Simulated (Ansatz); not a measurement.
# Step by step: formation energy of the neutral V_C in HfC (rock salt, Fm-3m)

We look at the formation energy of the neutral V_C in HfC (rock salt, Fm-3m). Reaction: 8 HfC (rock salt) → cell A + C (graphite).

A: a supercell of 16 sites of HfC (rock salt, Fm-3m) with one empty C site amid 6 Hf; spin state with PBE: run without spin.

Setting: static, neutral cells in Ansatz (PAW) whose structures rest at the PBE+D3(BJ) level. Ansatz (a quantum-chemistry and plane-wave program) runs with its PAW set soft_1. Other levels take these structures. The lattices are those relaxed with PBE+D3(BJ), so at other levels the solids can be strained, which adds to the spread. A dispersion term (D3(BJ), or D4 for r2SCAN) was computed beside these levels and is taken off wherever the name lacks it. The runs are scalar-relativistic, without spin-orbit coupling. The cell is small for its defects, so this is an ordered compound on the host's lattice rather than an isolated defect. The value holds for the reservoirs listed; other chemical potentials shift it. Cell A has symmetry Fm-3m within 0.02 Å and got no random move, so less symmetric positions, which may lie lower, weren't tried.

Total energies of the cells in eV, at zero smearing width. They compare only within one column; the weights balance every element.

| cell | atoms | weight | r2SCAN | LDA |
|---|---|---|---|---|
| A: HfC:V_C | 15 | +1 | -127647.38732 | -125535.20022 |
| C (graphite) | 4 | +1/4 | -1006.65673 | -971.92984 |
| HfC (rock salt) | 16 | −1 | -127900.99067 | -125779.95262 |

r2SCAN: (-127647.38732) + 1/4 × (-1006.65673) − (-127900.99067) = 1.939 eV.

LDA: (-125535.20022) + 1/4 × (-971.92984) − (-125779.95262) = 1.770 eV.

What follows from the r2SCAN value: The value above is the C-rich limit, with C (graphite) as reservoir. The host forms with -1.09 eV/atom at this level, so before it gives way to its other element Δμ(C) can go down to -1.09 × 2 = -2.18 eV (other compounds may narrow the range). The defect releases 1 C, so the C-poor limit is 1.94 + 1 × (-2.18) = -0.24 eV.

With the reservoirs of the reaction as written, and without entropy terms or charged states, the share of sites that hold the defect in equilibrium is exp(−1.94 eV/k_BT) = 1.7×10^-10 at 1000 K.
